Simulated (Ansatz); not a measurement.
## Convergence test for BaMg6B (Amm2, 8 atoms in the cell)

```yaml
crystal:
  lattice:
    - [3.96097, 0.00000, 0.00000]
    - [0.00000, 3.14956, 8.12658]
    - [0.00000, -3.14956, 8.12658]
  atoms:
    - { symbol: Ba, position: [0.00000, 0.77570, 0.77570] }
    - { symbol: Mg, position: [0.00000, 0.81232, 0.36168] }
    - { symbol: Mg, position: [0.00000, 0.36168, 0.81232] }
    - { symbol: Mg, position: [0.00000, 0.35249, 0.35249] }
    - { symbol: Mg, position: [0.50000, 0.70900, 0.20524] }
    - { symbol: Mg, position: [0.50000, 0.20524, 0.70900] }
    - { symbol: Mg, position: [0.50000, 0.19262, 0.19262] }
    - { symbol: B, position: [0.50000, 0.59095, 0.59095] }
```

Method of the run: PBEsol, default PAW files made with PBE (plane waves; Ansatz, an electronic-structure program).

The starting cell comes from a database of computed structures (which also holds hypothetical and non-ambient phases and stackings), without a prior relaxation at this level. Ansatz's pressure includes its estimate of the finite-basis (Pulay) stress.

Held fixed: basis.ecutwfc = 420 eV; hamiltonian.xc = pbesol; hamiltonian.pseudopotentials = {kind: paw} (the program's default PAW files); scf.occupations.method = fermi_dirac; scf.occupations.width = 0.1 eV.

ΔF is the free energy per atom less that of the last row (20 14 14).

The series runs over kpoints.mp_grid.grid = 1 1 1; 2 1 1; 2 2 2; 3 2 2; 4 3 3; 5 3 3; 6 4 4; 7 5 5; 8 5 5; 8 6 6; 9 6 6; 11 8 8; 13 9 9; 16 11 11; 20 14 14.

Problem. From which setting on does the pressure stay within 0.05 GPa of the last one?

Solution. From kpoints.mp_grid.grid = 3 2 2 on; the one before it is off by 0.39 GPa. The value it settles on is -1.04 GPa at this level of theory and with the other settings as held.

```json
[
 {"kpoints.mp_grid.grid": "1 1 1", "ΔF (meV/atom)": "-182.2", "pressure (GPa)": "-0.49", "largest force (eV/Å)": "0.629", "k-points": "1", "iterations": "9"},
 {"kpoints.mp_grid.grid": "2 1 1", "ΔF (meV/atom)": "22.2", "pressure (GPa)": "-1.12", "largest force (eV/Å)": "0.613", "k-points": "2", "iterations": "9"},
 {"kpoints.mp_grid.grid": "2 2 2", "ΔF (meV/atom)": "-37.3", "pressure (GPa)": "-1.43", "largest force (eV/Å)": "0.224", "k-points": "6", "iterations": "8"},
 {"kpoints.mp_grid.grid": "3 2 2", "ΔF (meV/atom)": "33.5", "pressure (GPa)": "-1.04", "largest force (eV/Å)": "0.299", "k-points": "6", "iterations": "8"},
 {"kpoints.mp_grid.grid": "4 3 3", "ΔF (meV/atom)": "20.3", "pressure (GPa)": "-1.03", "largest force (eV/Å)": "0.095", "k-points": "12", "iterations": "7"},
 {"kpoints.mp_grid.grid": "5 3 3", "ΔF (meV/atom)": "-1.80", "pressure (GPa)": "-1.07", "largest force (eV/Å)": "0.070", "k-points": "12", "iterations": "7"},
 {"kpoints.mp_grid.grid": "6 4 4", "ΔF (meV/atom)": "-3.5", "pressure (GPa)": "-1.01", "largest force (eV/Å)": "0.087", "k-points": "28", "iterations": "7"},
 {"kpoints.mp_grid.grid": "7 5 5", "ΔF (meV/atom)": "0.62", "pressure (GPa)": "-1.03", "largest force (eV/Å)": "0.096", "k-points": "36", "iterations": "7"},
 {"kpoints.mp_grid.grid": "8 5 5", "ΔF (meV/atom)": "1.54", "pressure (GPa)": "-1.03", "largest force (eV/Å)": "0.077", "k-points": "45", "iterations": "7"},
 {"kpoints.mp_grid.grid": "8 6 6", "ΔF (meV/atom)": "0.56", "pressure (GPa)": "-1.05", "largest force (eV/Å)": "0.073", "k-points": "65", "iterations": "7"},
 {"kpoints.mp_grid.grid": "9 6 6", "ΔF (meV/atom)": "-0.73", "pressure (GPa)": "-1.05", "largest force (eV/Å)": "0.059", "k-points": "65", "iterations": "7"},
 {"kpoints.mp_grid.grid": "11 8 8", "ΔF (meV/atom)": "-0.21", "pressure (GPa)": "-1.04", "largest force (eV/Å)": "0.080", "k-points": "126", "iterations": "7"},
 {"kpoints.mp_grid.grid": "13 9 9", "ΔF (meV/atom)": "-0.05", "pressure (GPa)": "-1.04", "largest force (eV/Å)": "0.071", "k-points": "175", "iterations": "7"},
 {"kpoints.mp_grid.grid": "16 11 11", "ΔF (meV/atom)": "-0.01", "pressure (GPa)": "-1.04", "largest force (eV/Å)": "0.075", "k-points": "324", "iterations": "7"},
 {"kpoints.mp_grid.grid": "20 14 14", "ΔF (meV/atom)": "0.00", "pressure (GPa)": "-1.04", "largest force (eV/Å)": "0.075", "k-points": "627", "iterations": "7"}
]
```

Keys are those of Ansatz 0.2.
